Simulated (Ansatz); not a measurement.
W on the 1x1 (110) surface of rutile TiO2 (cut with top plane O), one in a 2x1 cell, energies for each (38.9 Å²). Energies are against an atom of bcc W, without zero-point or thermal terms; each row is named by its start.

Host crystal: rutile TiO2, with a band gap (PBE, scalar-relativistic without spin-orbit coupling).

Method: PBE (plane waves to 420 eV, PAW; Ansatz, a quantum-chemistry and plane-wave program).

Slab: 49 atoms, 12.7 Å thick at the start under the adsorbate; k 4x3x1, smearing 0.01 eV, dipole-corrected; 24 atoms held, the rest relaxed; each run with such symmetry as its start has; spin-polarised, no spin-orbit, no U, no dispersion correction.

A negative adsorption energy means that the adsorbate is more stable on the surface than in its reference. Starts that drift may end in the same place. Heights count from the host atoms within 0.3 Å of the top one. Moments of ungapped slabs depend on the mesh.

```tsv
starting site	E_ads (eV)	height (Å)	nearest host atom (Å)	bonded to	change of the vacuum step (eV)	lateral drift (Å)	moment (μB)
top O	…	1.95	O 1.90	O + 2 Ti	-2.09	0.0	5.7
over Ti at depth 1.1 Å	5.15	…	O 1.84	2 O + 3 Ti	-1.80	0.0	2.4
over O at depth 1.2 Å (the adsorbate broke or entered a bond of the host)	4.22	-0.40	O 1.80	3 O + 5 Ti	-0.79	1.5	1.5
```

Problem. Some entries are withheld; supply them.

Solution. 
- top O, E_ads (eV): 6.94
- over Ti at depth 1.1 Å, height (Å): 0.87
